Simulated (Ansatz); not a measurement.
AlCl3 (C2/m, No. 12), treated with rVV10 (Ansatz, a quantum-chemistry and plane-wave program, PAW).

Settings: plane-wave cutoff 520 eV, 8×8×6 k mesh (along the axes of the cell as run), Fermi–Dirac smearing 0.01 eV, scalar-relativistic PAW data made under PBE.

Computed points:

| V (Å³/atom) | E − E_lowest (meV/atom) | P (GPa) |
|---|---|---|
| 21.521 | 2.72 | 1.035 |
| 21.969 | 0.63 | 0.468 |
| 22.417 | 0.00 | 0.000 |
| 22.866 | 0.55 | -0.378 |
| 23.314 | 2.04 | -0.673 |

Task: Estimate the bulk modulus and its pressure derivative from these points.

Result: V0 = 22.418 Å³/atom, B0 = 21.0 GPa, B′ = 9.7 (fit to the energies at full precision).

Shape and atoms are relaxed at each volume.

Note: the bulk modulus comes from volumes at which shape and atoms were relaxed.

The computed numbers hold no vibrational or temperature effects.
